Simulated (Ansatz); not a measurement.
For CuI (Cmcm, No. 63, 4 atoms in the cell; start mp-1007922; a measured phase of this formula has another space group), LDA (plane waves, PAW; Ansatz, a quantum-chemistry and plane-wave program) gives:

```
Item                            Value
---------------------  --------------
volume per atom         24.58 Å³/atom
cohesive energy          3.25 eV/atom
band gap                      0.82 eV
enthalpy of formation  -0.026 eV/atom
```

**Question.** What does r²SCAN+rVV10 (Ansatz, plane waves, PAW) give for the same quantities?

**Answer.** 
- equilibrium volume per atom: 27.35 Å³/atom (rises by 11 %)
- cohesive energy: 2.90 eV/atom (decreases by 0.35 eV/atom)
- band gap: 1.31 eV (increases by 0.49 eV)
- formation enthalpy: -0.109 eV/atom (moves by -0.083 eV/atom)

Changes are worked out from the printed values.

Unless a cell is named, each level is at its own relaxed cell (LDA 24.58, r²SCAN+rVV10 27.35 Å³/atom).

Levels without +SOC leave out spin–orbit coupling, which shifts energies and cells of such heavy elements.

Spin–orbit coupling is included only where a level's name says +SOC; with heavier elements it mostly lowers gaps and can invert bands. Density-functional gaps are differences of (generalised) Kohn–Sham levels.

Caveats: the relaxation could not lower the start's symmetry, so the cell can be a saddle point above a distorted one (LDA, r²SCAN+rVV10). Ansatz's density-functional and Hartree–Fock values are scalar-relativistic unless marked +SOC, with PAW data made under PBE.

A start named mp-… is a Materials Project structure, which need not be a measured phase.
